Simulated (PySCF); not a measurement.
PySCF 2.14.0, B3LYP/def2-svp, df: W(O)(Cl)2(OH)2 ([O]=[W]([OH])([OH])([Cl])[Cl]), 8 atoms. The geometry is a generated start, not checked to be a minimum at this level.

- task: energy
- method: b3lyp
- basis: def2-svp
- two-electron scheme: density fitting
- mol.max_memory: 3000 MB
- mf.max_cycle: 100
- mf.conv_tol: 1e-09 (default)
- mf.grids.level: 3 (default)
- effective core potentials: those of the basis set, past Kr
- basis functions: 120
- grid points: 123936

```xyz
8

W      0.1226    -0.1015     0.1279
O      1.1064    -1.0111     1.1314
Cl    -1.0484    -1.7468    -1.0364
Cl     0.7281     2.0739     0.6938
O      1.0428     0.1653    -1.4184
H      1.6709     0.2000    -2.1526
O     -1.4308     0.1998     1.0297
H     -2.1916     0.2204     1.6247
```

Charge 0 and multiplicity 1 are set for this test and not shown to be the ground state.

With the defaults (mf.DIIS = CDIIS, mf.diis = true, mf.init_guess = minao, mf.level_shift = 0, mf.diis_damp = 0, mf.diis_space = 8, newton = off, mf.damp = 0, mf.diis_start_cycle = 1) it converges in 15 Fock builds. One run each on 2 threads, 1 BLAS thread, with these changes:
- mf.diis_space = 12
- mf.level_shift = 1 Hartree
- mf.diis_damp = 0.3
- mf.level_shift = 0.1 Hartree
- mf.diis = false, mf.damp = 0.7, mf.diis_start_cycle = 999
- mf.diis = false
- mf.DIIS = EDIIS
- mf.init_guess = huckel
- newton = Hessian by the SCF's own integrals

Q: Which of these changes keep the SCF from converging, or lead it to another solution?

A: No convergence: mf.DIIS = EDIIS; mf.diis = false (the run ends without SCF convergence in 100 cycles). The rest reach the solution of the defaults.

```tsv
setting	Fock builds	end
mf.diis_damp = 0.3	13	same solution
mf.diis_space = 12	14	same solution
the defaults	15	same solution
mf.level_shift = 0.1 Hartree	15	same solution
mf.init_guess = huckel	18	same solution
mf.diis = false, mf.damp = 0.7, mf.diis_start_cycle = 999	28	same solution
mf.level_shift = 1 Hartree	36	same solution
newton = Hessian by the SCF's own integrals	48	same solution
mf.DIIS = EDIIS	101	no convergence
mf.diis = false	101	no convergence
```

Under newton the count holds the products with the orbital Hessian.
